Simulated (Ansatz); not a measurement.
**Te: response to strain**

Take Te (space group P3_121, No. 152; made of chains) as the base.

```yaml
crystal:
  lattice:
    - [4.52111, 0.00000, 0.00000]
    - [-2.26056, 3.91540, 0.00000]
    - [0.00000, 0.00000, 5.95492]
  atoms:
    - { symbol: Te, position: [0.26812, 0.00000, 0.33333] }
    - { symbol: Te, position: [0.00000, 0.26812, 0.66667] }
    - { symbol: Te, position: [0.73188, 0.73188, 0.00000] }
```

Cartesian axes are those of the cell as printed.

Strains are applied to the cell and any free atomic positions relax; under biaxial strain the out-of-plane vector relaxes too.

The values are results of PBE (Ansatz, an electronic-structure program, PAW, spin-orbit coupling left out), earlier PAW set, not measurements.

Candidates:
(a) biaxial strain +3.71 %, plane normal [001], relaxed out of plane
(b) isotropic strain +2.50 %
(c) uniaxial strain ε_zz = +0.72 %

Base values:

The width of the top valence band is 2.52 eV.

Question: Order them by width of the top valence band, lowest first.

Answer: (b) isotropic strain +2.50 % (2.01 eV), (a) biaxial strain +3.71 %, plane normal [001], relaxed out of plane (2.12 eV), (c) uniaxial strain ε_zz = +0.72 % (2.46 eV)

With Te present, leaving out spin-orbit coupling can change the band edges. The levels and masses belong to the bands next to the band gap. Whether these cells are dynamically stable was not tested. No dispersion term is included, though the crystal is made of layers, chains or molecules, so its spacings can come out too wide.
